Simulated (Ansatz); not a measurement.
System: cubic perovskite CsSnI3 (cubic high-temperature phase). Method: r²SCAN-D4 (plane waves, PAW; Ansatz, an electronic-structure program).

Settings: plane-wave cutoff 560 eV, 6×6×6 k mesh, Fermi–Dirac smearing 0.01 eV, scalar-relativistic PAW data made under PBE.

The cell is scaled about its equilibrium volume:

```
V (Å³/atom)  P (GPa)  direct gap at Γ (eV)  smallest gap on the k mesh (eV)
-----------  -------  --------------------  -------------------------------
44.640          1.31                 5.105                            0.070
45.590          0.82                 5.068                            0.182
46.540          0.39                 5.034                            0.289
47.490          0.00                 5.001                            0.389
48.439         -0.34                 4.971                            0.484
49.389         -0.65                 4.942                            0.574
50.339         -0.93                 4.915                            0.659
```

The fundamental gap (0.38 eV at the equilibrium volume, with added k points) lies elsewhere than Γ–Γ.

Note: the relaxation could not lower the start's symmetry, so the cell can be a saddle point above a distorted one.

Spin–orbit coupling is not included; with these elements it can move the gap by several tenths of an eV or more.
